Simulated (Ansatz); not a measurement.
## Response to strain in CdSe

Take CdSe in the zinc blende structure (space group F-43m, No. 216; a = 6.133 Å) as the base. Axes: x, y, z lie along the cube axes.

Strains are applied to the cell and any free atomic positions relax; under stress the whole cell relaxes.

Method: DFT with r2SCAN, PAW potentials and a 500 eV plane-wave cutoff in Ansatz (a quantum-chemistry and plane-wave program), scalar-relativistic without spin-orbit coupling, earlier PAW set.

Candidates:
(a) isotropic strain +1.24 %
(b) uniaxial stress, 0.5 GPa tension along z
(c) isotropic strain −0.59 %

Base values:

The band gap is 1.03 eV.

### Question
Order them by band gap, lowest first.

### Answer
(a) isotropic strain +1.24 % (0.95 eV), (b) uniaxial stress, 0.5 GPa tension along z (1.00 eV), (c) isotropic strain −0.59 % (1.07 eV)

Gaps are read on the SCF mesh and a high-symmetry path. Beyond what the load breaks, stability against distortions was not tested.
